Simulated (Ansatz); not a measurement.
What isotropic strain +1.20 % does to ZnS

Start from ZnS in the wurtzite structure (space group P6_3mc, No. 186; a = 3.738 Å, c = 6.143 Å).

One thing is altered: the cell is scaled by 1.0120 in all directions; the atoms relax in the strained cell.

The values are results of Kohn–Sham DFT with the LDA functional, run in Ansatz (an electronic-structure program) with PAW and 420 eV plane waves, no spin-orbit coupling, not measurements. k-mesh 10×10×6 (Γ-centred); smearing 0.05 eV (Fermi–Dirac).

Volume per atom: 19.26 Å³ (base 18.59 Å³)
Shortest interatomic distance: 2.320 Å (base 2.293 Å)
Energy relative to the base (free energy F): +6.2 meV/atom
Pressure (mean of the normal stresses, compression positive): -2.85 GPa (base 0.00 GPa)
Band gap: 2.03 eV (base 2.19 eV)
Gap character: direct at Γ (base direct at Γ)
Mean gap deformation potential ΔEg/Δln V: -4.6 eV
Width of the top valence band: 2.24 eV (base 2.37 eV)
Electron mass: 0.15 mₑ along c, 0.17 mₑ across (at Γ) (base 0.15 mₑ along c, 0.18 mₑ across (at Γ))
Valence-band top at Γ (three highest levels, from the VBM): 0.00, 0.00, -0.10 eV (base 0.00, 0.00, -0.10 eV)

Final structure:

```
CELL_PARAMETERS angstrom
      3.78312     0.00000     0.00000
     -1.89156     3.27628     0.00000
      0.00000     0.00000     6.21660
ATOMIC_POSITIONS crystal
  Zn 0.33333 0.66667 0.00046
  Zn 0.66667 0.33333 0.50046
  S  0.33333 0.66667 0.37454
  S  0.66667 0.33333 0.87454
```

Effective masses come from finite differences of ±0.01 Å⁻¹. Stability against distortions was not tested.
